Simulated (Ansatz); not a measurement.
Convergence study of shifted k-point meshes for F2 (P1, 4 atoms in the cell)

```
F2
1.0
    2.56910    -1.59194     0.00000
    2.56910     1.59194     0.00000
   -0.56492     0.00000     6.63070
F
4
Cartesian
  3.54452   0.50863   4.01489
  1.02876  -0.50863   2.66581
  0.74630   0.50863   5.98115
  3.82698  -0.50863   0.64954
```

Method of the run: PBEsol, default PAW files made with PBE (plane waves; Ansatz, a quantum-chemistry and plane-wave program).

Base settings: basis.ecutwfc = 420 eV; kpoints.mp_grid.grid = 9 9 4; hamiltonian.xc = pbesol; hamiltonian.pseudopotentials = {kind: paw} (the program's default PAW files); scf.occupations.method = fermi_dirac; scf.occupations.width = 0.01 eV.

In this ladder: kpoints.mp_grid.shift = 0.5 0.5 0.5.

Shifted meshes do not hold Γ, so a gap read on them misses any band edge there.

Only quantities that move along the ladder and can be compared are tabulated.

The count of work is k-points × plane waves × bands × iterations; it is no time. Core times come from one kind of shared machine, to one figure; runs under 30 s give none.

The starting cell comes from a database of computed structures (which also holds hypothetical and non-ambient phases and stackings), without a prior relaxation at this level. Its lattice was rescaled by up to half a per cent. One atom was moved a little off its site on purpose. In the base run, forces exceed 1 eV/Å. Ansatz's pressure includes its estimate of the finite-basis (Pulay) stress.

```tsv
kpoints.mp_grid.grid	free energy less the last step's (meV/atom)	pressure (GPa)	largest difference of a force vector from the last step's (eV/Å)	gap on the mesh (eV)	count of work / last	core time / last (rough)
2 2 1	-7.25	-2.68	0.142	2.828	0.00054	–
3 3 1	8.16	-2.19	0.128	2.705	0.0012	–
3 3 2	-0.71	-2.34	0.004	2.508	0.0024	–
4 4 2	-0.05	-2.32	0.001	2.461	0.0043	–
5 5 2	-0.10	-2.32	0.001	2.438	0.0067	–
6 6 3	-0.04	-2.32	0.000	2.355	0.015	–
7 7 3	-0.02	-2.32	0.000	2.346	0.020	–
8 8 3	0.04	-2.32	0.000	2.341	0.026	–
9 9 4	0.04	-2.32	0.000	2.311	0.038	–
10 10 5	0.02	-2.32	0.000	2.295	0.067	–
12 12 5	0.04	-2.32	0.000	2.292	0.097	–
13 13 6	0.00	-2.32	0.000	2.283	0.14	0.1
14 14 6	0.00	-2.32	0.000	2.282	0.16	0.2
16 16 7	0.00	-2.32	0.000	2.277	0.24	0.2
17 17 7	0.00	-2.32	0.000	2.276	0.27	0.2
19 19 8	0.00	-2.32	0.000	2.273	0.39	0.4
21 21 9	-0.01	-2.32	0.000	2.270	0.53	0.5
24 24 10	0.00	-2.32	0.000	2.268	0.77	0.8
26 26 11	0.00	-2.32	0.000	2.267	1.0	1
```

Coarsest kpoints.mp_grid.grid that holds the pressure within 0.2 GPa of the last step, with all finer ones: 3 3 1, at 0.0012 of the last step's count of work; the step before is off by 0.36 GPa.

Coarsest kpoints.mp_grid.grid that holds the forces within 0.005 eV/Å of the last step, with all finer ones: 3 3 2, at 0.0024 of the last step's count of work; the step before is off by 0.13 eV/Å.

Keys are those of Ansatz 0.2.
